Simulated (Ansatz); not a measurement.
InSb, element substitutions

Consider InSb in the zinc blende structure (space group F-43m, No. 216).

```
CELL_PARAMETERS angstrom
      0.00000     3.25989     3.25989
      3.25989     0.00000     3.25989
      3.25989     3.25989     0.00000
ATOMIC_POSITIONS crystal
  Sb 0.75000 0.75000 0.75000
  In 0.00000 0.00000 0.00000
```

Each row replaces one element on all its sites; cell and atoms are relaxed.

Levels (all Ansatz, an electronic-structure program, PAW, earlier PAW set): PBEsol (420 eV, spin-orbit coupling left out); r2SCAN (500 eV, without spin-orbit coupling); PBEsol+SOC (420 eV, with spin-orbit coupling).

Pressures by level, all at the geometries relaxed with PBEsol:

| case | PBEsol | r2SCAN | PBEsol+SOC |
|---|---|---|---|
| base | 0.0 GPa | 0.8 GPa | 0.0 GPa |
| Sb → Ru | 0.0 GPa | 1.3 GPa | 0.1 GPa |
| Sb → H | 0.0 GPa | 1.4 GPa | 0.0 GPa |

Single points use the geometry relaxed with PBEsol. Their cutoffs differ, which shifts pressures a little. Differences between runs with and without spin-orbit coupling are approximate. Stability against distortions was not tested. As relaxed here, InRu and InH are hypothetical phases, not in the database extracts checked. The runs without spin-orbit coupling are not spin-polarised. An odd electron count without spin: InRu. InRu has a high density of states at the Fermi level and may be magnetic at this level.
